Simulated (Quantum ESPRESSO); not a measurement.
**Effort and miss along a sweep of K_POINTS: GaNi3C (Pm-3m, 5 atoms in the cell)**

```
GaNi3C
1.0
    3.77559     0.00000     0.00000
    0.00000     3.77559     0.00000
    0.00000     0.00000     3.77559
Ga Ni C
1 3 1
Direct
  0.50000   0.50000   0.50000
  0.50000   0.00000   0.00000
  0.00000   0.50000   0.00000
  0.00000   0.00000   0.50000
  0.00000   0.00000   0.00000
```

Computed with PBEsol, PSlibrary PAW (PBE) pseudopotentials (plane waves; Quantum ESPRESSO).

Base settings: ecutwfc = 70 Ry; ecutrho = 560 Ry; occupations = smearing; smearing = marzari-vanderbilt; degauss = 0.0099958 Ry; input_dft = pbesol; K_POINTS = automatic 8 8 8 0 0 0; conv_thr = 1e-09 Ry; mixing_beta = 0.4.

Misses are taken against the tightest run, automatic 14 14 14 0 0 0, which need not be fully converged itself. The energy is the free energy per atom.

The count of work is k-points × plane waves × bands × iterations; it is no time, and leaves out set-up, grids and terms that scale otherwise. Core times come from one kind of shared machine and are given to one figure; runs under 30 s give none.

The starting cell comes from a database of computed structures (which also holds hypothetical and non-ambient phases and stackings), without a prior relaxation at this level. Spin polarisation is off. In the base run, with a pressure of about -6 GPa the cell is away from its equilibrium volume at this level.

The runs (K_POINTS): automatic 1 1 1 0 0 0 | automatic 2 2 2 0 0 0 | automatic 3 3 3 0 0 0 | automatic 4 4 4 0 0 0 | automatic 5 5 5 0 0 0 | automatic 6 6 6 0 0 0 | automatic 7 7 7 0 0 0 | automatic 8 8 8 0 0 0 | automatic 10 10 10 0 0 0 | automatic 14 14 14 0 0 0.

Q: Which is the coarsest setting among those run that, with all tighter ones, holds the energy within 10 meV/atom of the reference, and what does it save?

A: automatic 4 4 4 0 0 0, off by 3.0 meV/atom; it needs 0.073 of the reference's count of work and about 0.2 of the reference's time. The coarser automatic 2 2 2 0 0 0 also lies inside, but a setting between leaves the range again, so that is luck.

Q: For at most 0.05 times the reference's count of work, which run misses the energy least?

A: automatic 2 2 2 0 0 0, with a miss of 7.7 meV/atom at a count of 0.033.

```tsv
K_POINTS	energy less reference (meV/atom)	pressure less reference (GPa)	count of work / reference	core time / reference (rough)
automatic 1 1 1 0 0 0	1602.24	18.85	0.017	0.3
automatic 2 2 2 0 0 0	-7.71	-1.19	0.033	0.1
automatic 3 3 3 0 0 0	20.03	-0.40	0.031	0.2
automatic 4 4 4 0 0 0	-2.95	-0.05	0.073	0.2
automatic 5 5 5 0 0 0	-1.42	0.01	0.083	0.2
automatic 6 6 6 0 0 0	4.65	0.05	0.21	0.3
automatic 7 7 7 0 0 0	-1.96	-0.02	0.15	0.3
automatic 8 8 8 0 0 0	-0.30	-0.01	0.24	0.3
automatic 10 10 10 0 0 0	-0.63	0.01	0.64	0.6
automatic 14 14 14 0 0 0	0.00	0.00	1.0	1
```
